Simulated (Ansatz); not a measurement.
Input and output of a relaxation of cell and atoms for Si2W (I4/mmm, 3 atoms in the cell) (Ansatz, a quantum-chemistry and plane-wave program).

Computed with PBE (plane waves, PAW; Ansatz).

```xyz
3
Lattice="-1.6074 1.6074 3.9010 1.6074 -1.6074 3.9010 1.6074 1.6074 -3.9010" Properties=species:S:1:pos:R:3 pbc="T T T"
Si     0.0000     0.0000     2.6136
Si     0.0000     0.0000     5.1884
W      0.0000     0.0000     0.0000
```

Reference input (self-consistent single point, DFT, PBE, plane waves, default PAW files): kpoints.mp_grid.grid = 12 12 12; hamiltonian.xc = pbe; hamiltonian.pseudopotentials = {kind: paw} (the program's default PAW files); scf.occupations.method = fermi_dirac; scf.occupations.width = 0.05 eV. This run's input differs from it in these lines:

```diff
@@ -16,2 +16,4 @@
   occupations: { method: fermi_dirac, width: 0.05 eV }
+relax:
+  cell: {}
 output:
```

Output, abridged:

```
   [... SCF lines of the steps left out ...]
relax step   1: F+E_penalty+E_count = -11657.45154626 eV  Δ(F+E_penalty+E_count) = +0.000e0 eV  max|allowed force component| = 1.324e-1 eV/Å  Δτ_max = 0.0000 Å  P = +4.128 GPa  Ω = 40.315 Å³  (6 SCF iters, dr2 threshold 1.00e-7 eV, accepted)
relax step   2: F+E_penalty+E_count = -11657.46050513 eV  Δ(F+E_penalty+E_count) = -8.959e-3 eV  max|allowed force component| = 1.952e-2 eV/Å  Δτ_max = 0.0044 Å  P = -1.277 GPa  Ω = 41.253 Å³  energy of the carried Pulay correction = -2.854e-4 eV  [...]
relax step   3: F+E_penalty+E_count = -11657.46153523 eV  Δ(F+E_penalty+E_count) = -1.030e-3 eV  max|allowed force component| = 1.149e-3 eV/Å  Δτ_max = 0.0003 Å  P = -0.025 GPa  Ω = 41.017 Å³  energy of the carried Pulay correction = -2.141e-4 eV  [...]
relax step   4: F+E_penalty+E_count = -11657.46154123 eV  Δ(F+E_penalty+E_count) = -6.001e-6 eV  max|allowed force component| = 1.641e-3 eV/Å  Δτ_max = 0.0000 Å  P = +0.001 GPa  Ω = 41.013 Å³  energy of the carried Pulay correction = -2.132e-4 eV  [...]
relax step   5: F+E_penalty+E_count = -11657.46176127 eV  Δ(F+E_penalty+E_count) = -2.200e-4 eV  max|allowed force component| = 1.601e-3 eV/Å  Δτ_max = 0.0000 Å  P = +0.005 GPa  Ω = 41.013 Å³  stress off target by 2.28e-2 GPa  SCF on the basis [...]
basis re-selected at this cell: Δ(F+E_penalty+E_count) = -2.200e-4 eV, ΔP = +0.004 GPa vs the last step
the relaxation is at rest under the 16 symmetry operations that the run kept from its start: a minimum is not shown …
Stability not checked: this state was not tested for a lower state beside it, because too few of the mixer's solves of this state at the end of the SCF gave a …
Free energy (F): -11657.461761 eV
Internal energy: -11657.459784 eV  (E = F + TS)
   [... lines left out ...]
Fermi energy:    16.490315 eV
  cell:  # Å, volume = 41.0134 Å³
   [... lines left out ...]
    - [1.6143366670822803, -1.6143366670822803, 3.934393905809617]
    - [1.6143366670822803, 1.6143366670822803, -3.934393905809617]
  atoms:
    - { symbol: Si, position: [0.3344723676090928, 0.3344723676090928, -6.018190326169216e-35] }
    - { symbol: Si, position: [0.665527632390907, 0.665527632390907, -1.546944428057486e-35] }
    - { symbol: W, position: [-2.279871199701152e-21, -2.2798711997010922e-21, 4.490046431643448e-35] }
```

The run converged. 

Summary of the result:
| Quantity | Value |
|---|---|
| Free energy E − TS (on the zero of these files) | -11657.4618 eV |
| Fermi level (on the code's own zero) | 16.49 eV |
| Pressure | 0.01 GPa |
| Largest force (vector length) | 0.002 eV/Å |
| Final cell | a = 4.5488 Å, b = 4.5488 Å, c = 4.5488 Å, α = 138.43°, β = 138.43°, γ = 60.25° |
| Final volume per atom | 13.67 Å³ |
| Relaxation steps | 5 |

The starting cell comes from a database of computed structures (which also holds hypothetical and non-ambient phases and stackings), without a prior relaxation at this level. Spin polarisation is off. The relaxation keeps the symmetry of its start, so its end need not be a minimum. Ansatz's pressure includes its estimate of the finite-basis (Pulay) stress.

Keys are those of Ansatz 0.2.
